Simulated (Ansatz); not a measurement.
**MoGa3 (model structure, started from the Cu3Au type, Pm-3m, No. 221, 4 atoms in the cell)**

Computed with LDA (plane waves, PAW; Ansatz, a quantum-chemistry and plane-wave program).

Run with plane-wave cutoff 520 eV, 14×14×14 k mesh, Fermi–Dirac smearing 0.05 eV, no spin polarisation, scalar-relativistic PAW data made under PBE.

Cell (relaxed at this level):

```
Ga3Mo
1.0
    3.87346     0.00000     0.00000
    0.00000     3.87346     0.00000
    0.00000     0.00000     3.87346
Ga Mo
3 1
Direct
  0.00000   0.50000   0.50000
  0.50000   0.50000   0.00000
  0.50000   0.00000   0.50000
  0.00000   0.00000   0.00000
```

```json
{
 "bulk_modulus": "145 GPa"
}
```

Note: the run has no spin polarisation, so it can have missed a magnetic state; the bulk modulus is −V dP/dV from two relaxed cells at ±2 % in volume; the relaxation could raise the start's symmetry but not lower it, so the cell can be a saddle point.

The computed numbers hold no vibrational or temperature effects.

It cost roughly 80 core-seconds of CPU time.

A model structure was made by putting elements into a prototype or built by hand; it is no filed structure, need not be a known phase, and can be a saddle point held by its symmetry.
